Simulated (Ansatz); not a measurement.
Al2Cu (I4/mcm, No. 140) was calculated with RPBE in Ansatz (plane waves, PAW).

Settings: plane-wave cutoff 520 eV, 14×14×14 k mesh, Fermi–Dirac smearing 0.05 eV, no spin polarisation, scalar-relativistic PAW data made under PBE.

Results at a series of volumes:

```csv
V (Å³/atom),E − E_lowest (meV/atom),P (GPa)
14.656,7.75,4.22
14.961,1.87,2.00
15.267,0.00,0.00
15.572,1.72,-1.78
15.877,6.67,-3.38
```

Task: What bulk modulus B0 and pressure derivative B′ does a third-order Birch–Murnaghan fit give?

Result: V0 = 15.267 Å³/atom, B0 = 94.2 GPa, B′ = 4.5 (fit to the energies at full precision).

Shape and atoms are relaxed at each volume.

Note: the bulk modulus comes from volumes at which shape and atoms were relaxed.

The computed numbers hold no vibrational or temperature effects.

Ansatz is a quantum-chemistry and plane-wave program.
